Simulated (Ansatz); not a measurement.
Input and output of a self-consistent single point for CsLuS2 (R3m, 4 atoms in the cell) (Ansatz, a first-principles code)

Computed with PBEsol, default PAW files made with PBE (plane waves; Ansatz).

Input as run:

Ansatz 0.2 input:
```yaml
# CsLuS2
crystal:
  lattice:
    - [1.98803300, 1.14779100, 8.02099500]
    - [-1.98803300, 1.14779100, 8.02099500]
    - [0.00000000, -2.29558300, 8.02099500]
  atoms:
    - { symbol: Cs, position_ang: [-0.00000000, -0.00000000, 0.05000288] }
    - { symbol: Lu, position_ang: [0.00000000, -0.00000050, 12.03149250] }
    - { symbol: S, position_ang: [-0.00000000, -0.00000077, 18.62684387] }
    - { symbol: S, position_ang: [-0.00000000, -0.00000023, 5.43614113] }
basis:
  ecutwfc: 420.0 eV
kpoints:
  mp_grid: { grid: [7, 7, 7] }
hamiltonian:
  xc: pbesol
  pseudopotentials: { kind: paw }
scf:
  occupations: { method: fixed }
output:
  forces: true
  eigenvalues: true
  stress: true
```

Output, abridged:

```
WARN ansatz: RAYON_NUM_THREADS=1 ignored (pool sized by the plan → 1); use --threads N
basis.fft_grid_basis auto: the FFT boxes are laid along the combinations [[1, 0, -1], [0, 1, -1], [0, 0, 1]] of the cell's own vectors, 3.976, 3.976 and 8.343 …
Pseudopotentials: kind: paw
Pseudopotential: Cs, paw, valence charge 9
Pseudopotential: Lu, paw, valence charge 25
Pseudopotential: S, paw, valence charge 6
Crystal: 4 atoms, lattice volume = 109.816 Å³
Basis set: ecut = 420 eV, 2169 PW (Γ), FFT grids on a1−a3, a2−a3, a3, exchange–correlation on 54×54×120 points (8 copies of the dense FFT grid, shifted against one another)
Bands: 28, of which v1, the nominal top of the filled ones, is band 23 counted from 1 (22 counted from 0)
Symmetry: 6 space group operations
Space group: R3m (ITA 160), of the structure as read, at distance tolerance 4.8e-5 Å
k-points: 44 of 343 (time reversal used)
PAW frozen core: Cs, regenerated for the run's functional, and the local potential with it
PAW frozen core: Lu, regenerated for the run's functional, and the local potential with it
PAW frozen core: S, regenerated for the run's functional, and the local potential with it
Initial density: superposition of atomic densities (neutral atoms: chi_scale 0, normalization atom), corrected by the library's trained network
Initial wavefunctions: pseudopotential atomic-orbital guess
Eigensolver: davidson
Functional: x = pbesol(κ = 0.804, μ = 0.12345679012345678), c = pbesol(β = 0.046)
SCF iter   1: F=—  HF=-21974.442931 eV  |F-HF|=—  |Δ(HF+E_count)|=         —  Δρ=4.34e-3  dr2=3.73e-2  ethr=1.77e-3  ⟨swp⟩=5.7  Hψ=5253  notcnv=0  defer=107
all-band conjugate gradients solve this SCF's bands
preconditioner: auto → Resta (q_TF=auto, 2.360 Å⁻¹)
SCF iter   2: F=—  HF=-21974.432254 eV  |F-HF|=—  |Δ(HF+E_count)|=   1.07e-2  Δρ=1.76e-3  dr2=5.88e-3  ethr=8.11e-5  ⟨swp⟩=3.1  Hψ=2752  notcnv=0  defer=132
SCF iter   3: F=—  HF=-21974.431375 eV  |F-HF|=—  |Δ(HF+E_count)|=   8.80e-4  Δρ=5.91e-4  dr2=3.61e-4  ethr=1.28e-5  ⟨swp⟩=3.6  Hψ=2189  notcnv=0  defer=132
SCF iter   4: F=—  HF=-21974.431393 eV  |F-HF|=—  |Δ(HF+E_count)|=   1.84e-5  Δρ=3.51e-4  dr2=1.25e-4  ethr=7.86e-7  ⟨swp⟩=3.0  Hψ=2803  notcnv=0  defer=132
SCF iter   5: F=—  HF=-21974.431348 eV  |F-HF|=—  |Δ(HF+E_count)|=   4.49e-5  Δρ=9.66e-5  dr2=1.69e-5  ethr=2.72e-7  ⟨swp⟩=3.0  Hψ=2679  notcnv=0  defer=124
SCF iter   6: F=—  HF=-21974.431344 eV  |F-HF|=—  |Δ(HF+E_count)|=   4.01e-6  Δρ=4.56e-5  dr2=2.41e-6  ethr=3.68e-8  ⟨swp⟩=2.4  Hψ=2217  notcnv=0  defer=82
SCF iter   7: F=—  HF=-21974.431347 eV  |F-HF|=—  |Δ(HF+E_count)|=   2.86e-6  Δρ=8.62e-6  dr2=1.09e-7  ethr=5.24e-9  ⟨swp⟩=2.0  Hψ=2037  notcnv=0  defer=90
SCF iter   8: F=-21974.431347 eV  HF=-21974.431347 eV  |F-HF|=2.46e-9  |Δ(HF+E_count)|=   1.15e-7  Δρ=2.59e-6  dr2=1.19e-8  ethr=2.17e-10  ⟨swp⟩=14.8  Hψ=10202  notcnv=0
SCF 1 converged in 8 iterations: F = -21974.431347 eV  dr2 = 1.19e-8
SCF converged after 8 iterations
Free energy (F): -21974.431347 eV
Harris-Foulkes:  -21974.431347 eV  (|F-HF|=2.46e-9)
Internal energy: -21974.431347 eV  (E = F + TS)
E sigma→0 (E₀):  -21974.431347 eV
Fermi energy:    7.614985 eV
--- Per-component energies (eV) ---
  E_band       = -119.845639
  E_kinetic    = 776.578609
  E_local      = -9924.151735  (includes V_loc(G=0)·N_el)
  E_nonlocal   = 669.747800
  E_hartree    = 4300.393150
  E_xc         = -584.006669
  E_vxc        = -561.823278  (∫ρ·V_xc dr)
  E_paw        = -13406.726033  (= ΣΔE_a)
  E_vpaw       = 319.015446  (= ΣTr[D̂ρ^β])
  E_aug_tail   = 0.000031  (compensation charges beyond the density's cutoff)
  E_ewald      = -3807.726726
  E_core_change = 1.460226  (= ΣΔE_core)
  E_smearing   = -0.000000  (= −TS)
  E_closure    = -0.000000  (closes the sum)
  Σ components = -21974.431347   (vs F -21974.431347, Δ=0.00e0)
--- Forces (eV/Å), atoms counted from 1 ---
  atom   1  Cs     0.00000000     0.00000000    -0.13485238
  atom   2  Lu    -0.00000000    -0.00000000     0.12788112
  atom   3  S     -0.00000000     0.00000000    -0.08778958
  atom   4  S      0.00000000    -0.00000000     0.09475935
  max |Σ_I F_I| component: 1.50e-6 eV/Å
--- Stress (GPa, compression-positive) ---
       -0.834066       0.000000      -0.000000
        0.000000      -0.834066       0.000000
       -0.000000       0.000000      -1.465285
  P = ⅓ Tr σ = -1.0445 GPa (-10.445 kbar)
  The stress holds the Pulay correction. Without it, at fixed plane waves, as pw.x and ABINIT print it: P = -1.0609 GPa
--- Band table (eV; the first three rows and the last of 44) ---
  k-point 0: bands = ["-47.3000", "-18.0505", "-17.9381", "-17.9381", "-13.7495", "-4.1252", "-3.4166", "-0.1688", "0.1515", "0.1515", "3.9083", "3.9083", "3.9387", "3.9497", "3.9676", "3.9676", "4.0012", "4.4162", "5.8357", "5.8357", "7.4684", [...]
  k-point 1: bands = ["-47.2995", "-18.0456", "-17.9621", "-17.9433", "-13.7098", "-3.9912", "-3.3860", "-0.2162", "-0.1703", "0.0763", "3.9033", "3.9149", "3.9407", "3.9515", "3.9526", "3.9668", "3.9904", "4.6736", "5.6680", "5.9142", "6.7471", [...]
  k-point 2: bands = ["-47.2983", "-18.0352", "-18.0150", "-17.9549", "-13.6182", "-3.6787", "-3.3288", "-0.8299", "-0.2293", "-0.0848", "3.9007", "3.9274", "3.9276", "3.9516", "3.9635", "3.9657", "3.9729", "4.8274", "5.3230", "5.9125", "6.0641", [...]
  k-point 43: bands = ["-47.2995", "-18.0457", "-17.9621", "-17.9433", "-13.7095", "-4.1149", "-3.1972", "-0.3258", "-0.1719", "0.0763", "3.9018", "3.9146", "3.9243", "3.9514", "3.9580", "3.9668", "3.9905", "4.9592", "5.4410", "5.9269", "6.9173", [...]
```

The run converged in 8 iterations.

The starting cell comes from a database of computed structures (which also holds hypothetical and non-ambient phases and stackings), without a prior relaxation at this level. Its lattice was rescaled by up to half a per cent. One atom was moved a little off its site on purpose. Spin-orbit coupling is off. Ansatz's pressure includes its estimate of the finite-basis (Pulay) stress. Another mesh or the band path of this cell gives a smaller gap, so this value is not converged in the mesh.
